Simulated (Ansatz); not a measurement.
The starting structures come from a database of crystals and need not be the phases stable at ambient conditions.

Tunnelling through a barrier is set by its complex band structure: the current falls as exp(−2κd) with the smallest κ.

Data:

```yaml
crystal:
  lattice:
    - [6.20017, 0.00000, 0.00000]
    - [0.00000, 7.20437, 0.00000]
    - [3.10008, -1.09638, 5.06383]
  atoms:
    - { symbol: K, position: [0.67666, 0.30097, 0.64668] }
    - { symbol: K, position: [0.32334, 0.69903, 0.35332] }
    - { symbol: K, position: [0.00000, 0.50000, 0.00000] }
    - { symbol: K, position: [0.00000, 0.00000, 0.00000] }
    - { symbol: V, position: [0.63810, 0.79742, 0.72380] }
    - { symbol: V, position: [0.36190, 0.20258, 0.27620] }
    - { symbol: O, position: [0.78681, 0.85953, 0.42638] }
    - { symbol: O, position: [0.21319, 0.14047, 0.57362] }
    - { symbol: O, position: [0.84379, 0.66994, 0.75884] }
    - { symbol: O, position: [0.15621, 0.33006, 0.24116] }
    - { symbol: O, position: [0.60263, 0.33006, 0.24116] }
    - { symbol: O, position: [0.39737, 0.66994, 0.75884] }
    - { symbol: O, position: [0.50000, 0.00000, 0.00000] }
```

Space group of this cell: C2/m. The cell is taken as given; by PBEsol its mean pressure is -1.2 GPa.

Transport runs along the normal of the first two printed cell vectors.

The gap is the functional's own. No spin-orbit coupling. Mid-gap values are interpolated on the energy grid.

Task: Give the band gap and the smallest decay constant κ at mid-gap that PBEsol in Ansatz (a program for electronic structure) yields.

Result: Gap 3.39 eV on a 6×4×6 mesh; κ = 0.510 1/Å, at the zone centre.
